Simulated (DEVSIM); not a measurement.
Structure: Pt/SiO2/p-Si capacitor, at 300 K.

| layer (left to right) | material | thickness (nm) | Na (cm⁻³) |
|---|---|---|---|
| 1 | SiO2 | 1.00 | - |
| 2 | Si | 360 | 2.6e18 |

Metal gate on the left, work function 5.6 eV. Fixed charge at the semiconductor interface -1.3e10 cm⁻² (in units of +e); no interface traps.

Constants are typed, rounded textbook-type inputs, not results; the design itself was drawn at random and stands for no fabricated device. Values at 300 K.

```
parameter      SiO2       Si
-------------  ----  -------
gap (eV)          9    1.124
affinity (eV)   0.9     4.05
permittivity    3.9     11.7
Nc (cm⁻³)         -  2.86e19
Nv (cm⁻³)         -   3.1e19
```

Model (solved in DEVSIM): 1D Poisson equation in equilibrium, Boltzmann statistics, complete ionisation; no quantum confinement or tunnelling. Metal contacts follow the ideal Schottky-Mott rule: no Fermi-level pinning, no interface dipoles.

The substrate doping was swept, all else fixed.

| substrate doping (cm^-3) | minimum of the low-frequency capacitance (μF/cm²) | threshold voltage (band bending 2φF) (V) | flat-band voltage (V) |
|---|---|---|---|
| 1.3e17 | 0.124 | 1.47 | 0.57 |
| 2.6e17 | 0.165 | 1.51 | 0.55 |
| 5.2e17 | 0.226 | 1.56 | 0.53 |
| 1.3e18 | 0.334 | 1.66 | 0.51 |
| 2.6e18 | 0.445 | 1.76 | 0.49 |
| 5.2e18 | 0.592 | 1.89 | 0.47 |

From the first row to the last the minimum of the low-frequency capacitance goes from 0.124 to 0.592. From the first row to the last the threshold voltage (band bending 2φF) goes from 1.47 to 1.89.
